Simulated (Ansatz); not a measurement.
The starting structures come from a database of crystals and need not be the phases stable at ambient conditions.

Here is the system:

```xyz
6
Lattice="4.8135 0.0000 0.0000 0.0000 4.8135 0.0000 0.0000 0.0000 3.3016" Properties=species:S:1:pos:R:3 pbc="T T T"
Hf     0.0000     0.0000     0.0000
Hf     2.4068     2.4068     1.6508
O      3.8751     0.9384     1.6508
O      0.9384     3.8751     1.6508
O      1.4683     1.4683     0.0000
O      3.3452     3.3452     0.0000
```

Space group of this cell: P4_2/mnm, rutile. The cell is strained (lengths along the current scaled by 1.03, ions clamped); by r2SCAN its mean pressure is -4.4 GPa.

Transport runs along the normal of the first two printed cell vectors, the (001) (indices of the unstrained crystal) plane of the conventional cell.

No gap correction and no spin-orbit coupling; mid-gap values are interpolated between computed energies.

Task: Predict the band gap and the smallest decay constant κ at mid-gap from r2SCAN run with Ansatz (an electronic-structure program).

Result: Gap 4.47 eV on a 6×6×10 mesh; κ = 0.338 1/Å, at the zone centre.
